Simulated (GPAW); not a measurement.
Band structure of Na3Cd (Fm-3m, 4 atoms in the cell).

```xyz
4
Lattice="0.0000 3.8762 3.8762 3.8762 0.0000 3.8762 3.8762 3.8762 0.0000" Properties=species:S:1:pos:R:3 pbc="T T T"
Na     1.9381     1.9381     1.9381
Na     5.8144     5.8144     5.8144
Na     3.8762     3.8762     3.8762
Cd     0.0000     0.0000     0.0000
```

Level of theory: LDA (Perdew-Wang 92), GPAW PAW datasets LDA (gpaw-data 1.0.1) (plane waves; GPAW).

Settings: mode = pw; ecut = 800 eV; xc = LDA; kpts = 10 10 10; mesh shift (steps) = 0 0 0; occupations.name = fermi-dirac; occupations.width = 0.1 eV; nbands = -12; symmetry.symmorphic = false; symmetry.tolerance = 0.0005; maxiter = 100; bandpath_npoints = 40.

The starting cell comes from a database of computed structures (which also holds hypothetical and non-ambient phases and stackings), without a prior relaxation at this level.

Levels in eV from the Fermi level, bands 13 to 20:
```csv
point,13,14,15,16,17,18,19,20
Γ,-8.48,-8.48,-4.98,1.98,1.98,1.98,2.38,3.64
X,-8.48,-8.47,-3.35,-1.61,0.28,0.28,0.71,2.01
W,-8.48,-8.47,-3.29,-0.97,-0.97,-0.72,3.25,3.59
K,-8.48,-8.47,-3.35,-1.28,-1.12,0.57,1.52,3.74
L,-8.47,-8.47,-3.76,-2.13,1.49,1.49,2.49,3.00
U,-8.48,-8.47,-3.35,-1.28,-1.12,0.57,1.52,3.74
```

Bands cross the Fermi level along this path, so the cell is metallic at this level.
